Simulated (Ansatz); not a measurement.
# Response to strain in LaPt3Si

Consider LaPt3Si (space group P4mm, No. 99; a = 4.091 Å, c = 5.462 Å; a cell from a computed database, its experimental status unchecked). Axes: x, y, z lie along a, b, c of the conventional cell.

Strains are applied to the cell and any free atomic positions relax; under stress the whole cell relaxes.

All numbers come from Ansatz (a program for electronic structure) PBEsol, no spin-orbit coupling.

Notes on the quantities. energy relative to the base: free energy F.

```json
[
 {"variant": "base", "energy relative to the base": "0 meV/atom", "volume per atom": "18.29 Å³", "space group": "P4mm (No. 99)"},
 {"variant": "isotropic strain +0.71 %", "energy relative to the base": "+4.2 meV/atom", "volume per atom": "18.68 Å³", "space group": "P4mm (No. 99)"},
 {"variant": "uniaxial strain ε_yy = +1.04 %", "energy relative to the base": "+1.4 meV/atom", "volume per atom": "18.48 Å³", "space group": "Pmm2 (No. 25)"},
 {"variant": "uniaxial stress, 8 GPa compression along x", "energy relative to the base": "?", "volume per atom": "?", "space group": "Pmm2 (No. 25)"}
]
```

Problem. Some entries are withheld; estimate them.

Solution. 
- uniaxial stress, 8 GPa compression along x, energy relative to the base: +24 meV/atom
- uniaxial stress, 8 GPa compression along x, volume per atom: 17.99 Å³

Without a gap, meshes like the base's 11×11×9 leave anisotropic stresses uncertain by several tenths of a GPa, and small strain energies with them. Beyond what the load breaks, stability against distortions was not tested. The final runs are not spin-polarised. An odd electron count without spin: LaPt3Si.
